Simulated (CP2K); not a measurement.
Band structure of NaI (Fm-3m, 2 atoms in the cell).

```yaml
crystal:
  lattice:
    - [4.57498, 0.00000, 0.00000]
    - [2.28749, 3.96205, 0.00000]
    - [2.28749, 1.32068, 3.73546]
  atoms:
    - { symbol: Na, position: [0.00000, 0.00000, 0.00000] }
    - { symbol: I, position: [0.50000, 0.50000, 0.50000] }
```

Level of theory: PBE, GPW, DZVP-MOLOPT-SR-GTH basis, GTH-PBE potentials (GTH_POTENTIALS) (CP2K).

Settings: CUTOFF = 950 Ry; REL_CUTOFF = 60 Ry; SMEAR/METHOD = FERMI_DIRAC; ELECTRONIC_TEMPERATURE = 580.23 K; KPOINTS/SCHEME = MONKHORST-PACK 9 9 9; XC_FUNCTIONAL = PBE; Na/BASIS_SET = DZVP-MOLOPT-SR-GTH; Na/POTENTIAL = GTH-PBE-q9; I/BASIS_SET = DZVP-MOLOPT-SR-GTH; I/POTENTIAL = GTH-PBE-q7; METHOD = GPW; EPS_DEFAULT = 1e-10; EXTRAPOLATION = USE_GUESS; NGRIDS = 5.

The starting cell has typed, rounded lattice constants, without a prior relaxation at this level. Spin-orbit coupling is off. Values carry the incompleteness of an atom-centred basis.

Task: Predict the gap along the standard path and the places of the band edges.

Result: The gap along the path is 3.60 eV, direct at Γ to within 0.01 eV.

Levels in eV from the top of the valence band on the SCF mesh, bands 5 to 9:
| point | 5 | 6 | 7 | 8 | 9 |
|---|---|---|---|---|---|
| Γ | -10.93 | 0.00 | 0.00 | 0.00 | 3.60 |
| X | -10.51 | -1.92 | -0.75 | -0.75 | 4.50 |
| W | -10.51 | -1.42 | -1.42 | -0.93 | 5.87 |
| K | -10.52 | -1.66 | -1.35 | -0.60 | 5.34 |
| L | -10.61 | -2.19 | -0.26 | -0.26 | 5.26 |
| U | -10.52 | -1.66 | -1.35 | -0.60 | 5.34 |

Higher empty bands are left out: an atom-centred basis made for the valence describes them poorly.
